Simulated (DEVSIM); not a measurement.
Structure: Ru/La2O3/p-In0.53Ga0.47As capacitor, at 300 K.

Layer 1 from the left is La2O3, thickness (nm) 6.70. Layer 2 from the left is In0.53Ga0.47As, thickness (nm) 2300, Na (cm⁻³) 6.1e16.

Metal gate on the left, work function 4.7 eV. Fixed charge at the semiconductor interface 2.2e12 cm⁻² (in units of +e); no interface traps.

This is a model device: material constants are rounded textbook-type values typed into the input, and sizes, dopings and lifetimes were drawn at random. Values at 300 K.

La2O3: gap (eV) 5.8, affinity (eV) 1.8, permittivity 27. In0.53Ga0.47As: gap (eV) 0.74, affinity (eV) 4.51, permittivity 13.9, Nc (cm⁻³) 2.1e17, Nv (cm⁻³) 7.7e18.

Task: Estimate by hand the flat-band voltage, the threshold voltage, and compare with a numerical solution.

Result: 
- Flat-band voltage: C = 3.57 μF/cm², work-function difference -0.425 V; VFB = φms − qNf/C = -0.52 V; numerical -0.52 V.
- Threshold voltage: φF = 0.291 V, depletion charge √(4εqNφF) = 1.18e-7 C/cm²; VT = VFB + 2φF + Qd/C = 0.09 V; numerical 0.09 V.

Simulated with DEVSIM: 1D Poisson equation in equilibrium, Boltzmann statistics, complete ionisation; no quantum confinement or tunnelling. Metal contacts follow the ideal Schottky-Mott rule: no Fermi-level pinning, no interface dipoles.
